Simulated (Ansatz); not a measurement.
A zone-centre phonon calculation of BePd (Pm-3m, 2 atoms in the cell) with Ansatz (a first-principles code).

Method: LDA (PW92), default PAW files made with PBE (plane waves; Ansatz).

```yaml
crystal:
  lattice:
    - [2.80321, 0.00000, 0.00000]
    - [0.00000, 2.80321, 0.00000]
    - [0.00000, 0.00000, 2.80321]
  atoms:
    - { symbol: Be, position: [0.00000, 0.00000, 0.00000] }
    - { symbol: Pd, position: [0.50000, 0.50000, 0.50000] }
```

Reference input (self-consistent single point, DFT, LDA (PW92), plane waves, default PAW files made with PBE): basis.ecutwfc = 420 eV; kpoints.mp_grid.grid = 12 12 12; hamiltonian.xc = lda; hamiltonian.pseudopotentials = {kind: paw} (the program's default PAW files); scf.occupations.method = fermi_dirac; scf.occupations.width = 0.1 eV. This run's input differs from it in these lines:

```diff
@@ -17,6 +17,5 @@
   occupations: { method: fermi_dirac, width: 0.1 eV }
-output:
-  forces: true
-  eigenvalues: true
-  stress: true
+  convergence: { dr2_threshold: 1.0e-11 eV }
+phonons:
+  method: dfpt
```

Output (repeated stretches shortened):

```
SCF iter   1: F=—  HF=-6934.087969 eV  |F-HF|=—  |Δ(HF+E_count)|=         —  Δρ=9.40e-3  dr2=1.67e-2  ethr=1.77e-3  ⟨swp⟩=5.0  Hψ=15638  notcnv=0
all-band conjugate gradients solve this SCF's bands
preconditioner: auto → none
SCF iter   2: F=—  HF=-6934.085124 eV  |F-HF|=—  |Δ(HF+E_count)|=   2.85e-3  Δρ=4.96e-3  dr2=4.79e-3  ethr=8.35e-5  ⟨swp⟩=1.0  Hψ=4312  notcnv=0
SCF iter   3: F=—  HF=-6934.084050 eV  |F-HF|=—  |Δ(HF+E_count)|=   1.07e-3  Δρ=2.37e-4  dr2=5.47e-6  ethr=2.39e-5  ⟨swp⟩=2.5  Hψ=3793  notcnv=0
SCF iter   4: F=—  HF=-6934.084052 eV  |F-HF|=—  |Δ(HF+E_count)|=   1.47e-6  Δρ=4.72e-5  dr2=1.92e-7  ethr=2.73e-8  ⟨swp⟩=2.2  Hψ=4424  notcnv=0
SCF iter   5: F=—  HF=-6934.084050 eV  |F-HF|=—  |Δ(HF+E_count)|=   1.38e-6  Δρ=4.82e-6  dr2=1.27e-9  ethr=9.61e-10  ⟨swp⟩=2.2  Hψ=4598  notcnv=0
SCF iter   6: F=—  HF=-6934.084050 eV  |F-HF|=—  |Δ(HF+E_count)|=   1.99e-9  Δρ=4.64e-7  dr2=1.14e-11  ethr=6.33e-12  ⟨swp⟩=2.2  Hψ=3948  notcnv=0
SCF iter   7: F=-6934.084050 eV  HF=-6934.084050 eV  |F-HF|=1.82e-12  |Δ(HF+E_count)|=  1.82e-11  Δρ=1.86e-8  dr2=1.98e-14  ethr=1.00e-12  ⟨swp⟩=4.7  Hψ=9852  notcnv=0
SCF 1 converged in 7 iterations: F = -6934.084050 eV  dr2 = 1.98e-14
DFPT response loops at Γ: preconditioner auto → Kerker (q_TF=auto, 2.685 Å⁻¹) (partly filled bands, converged f_vac=0.000) …
Free energy (F): -6934.084050 eV
Internal energy: -6934.058402 eV  (E = F + TS)
E sigma→0 (E₀):  -6934.071226 eV
Entropy (-TS):   -0.025648 eV (-12.824 meV/atom)
Fermi energy:    16.850639 eV
--- Phonons (Γ-DFPT): 2 representative perturbations + reference, on 196 of 1728 k-points (Σ response iterations 9) ---
  k mesh reduced under 8 symmetry operations, with k and −k counted as one. Each operation leaves every solved perturbation unchanged …
  ASR residual: 4.135e-4 → 0.000e0 eV/Å²; symmetrization residual: 4.082e-8 eV/Å²
  ASR residual per site (eV/Å²): 3.14e-6 4.13e-4
  Γ frequencies (cm⁻¹): 0.00 0.00 0.00 358.07 358.07 358.07
  non-analytic LO–TO correction: not included (Born effective charges unavailable; polar crystals: no LO–TO splitting at Γ)
```

The run converged in 7 iterations. 

Summary of the result:
| Quantity | Result |
|---|---|
| Free energy E − TS (on the zero of these files) | -6934.0841 eV |
| Fermi level (on the code's own zero) | 16.85 eV |
| Zone-centre frequencies (cm⁻¹; negative means imaginary) | 0, 0, 0, 358, 358, 358 |

The starting cell comes from a database of computed structures (which also holds hypothetical and non-ambient phases and stackings), without a prior relaxation at this level. Its lattice was rescaled by up to half a per cent. Spin polarisation is off.

Keys are those of Ansatz 0.2.
